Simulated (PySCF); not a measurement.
PySCF 2.14.0, PBE0/def2-svp, df: Cr(O)2(F)(OMe) (C[O][Cr](=[O])(=[O])[F]), 9 atoms. The geometry is a generated start, not checked to be a minimum at this level.

```json
{
  "task": "energy",
  "method": "pbe0",
  "basis": "def2-svp",
  "two_electron_scheme": "density fitting",
  "mol.max_memory": "3000 MB",
  "mf.max_cycle": "100",
  "mf.init_guess": "minao (default)",
  "mf.DIIS": "CDIIS (default)",
  "mf.conv_tol": "1e-09 (default)",
  "mf.grids.level": "3 (default)",
  "basis_functions": "116",
  "grid_points": "120960"
}
```

```xyz
9

Cr     0.4355     0.5103     1.2835
O      1.9892     0.4972     1.3512
O     -0.1726    -0.3715     2.4121
F     -0.0804     2.1158     1.5475
O     -0.0961     0.0455    -0.1955
C     -0.4500    -0.5773    -1.3645
H     -0.8871     0.1568    -2.0523
H      0.4465    -1.0117    -1.8271
H     -1.1849    -1.3651    -1.1551
```

Charge 0 and multiplicity 1 are set for this test and not shown to be the ground state.

One run each on 2 threads, 1 BLAS thread. Values of diis_space tried: 3, 5, 8 (default), 12, 20.

Task: Which value of diis_space needs the fewest Fock builds, and what happens away from it?

Result: Fewest Fock builds, within one of each other: 8 (default) with 15, 12 with 15, 20 with 15. The count rises to 23 at 5. The run ends without SCF convergence in 100 cycles at 3.

```json
[
 {"diis_space": "3", "Fock builds": "101", "end": "no convergence"},
 {"diis_space": "5", "Fock builds": "23", "end": "same solution"},
 {"diis_space": "8 (default)", "Fock builds": "15", "end": "same solution"},
 {"diis_space": "12", "Fock builds": "15", "end": "same solution"},
 {"diis_space": "20", "Fock builds": "15", "end": "same solution"}
]
```
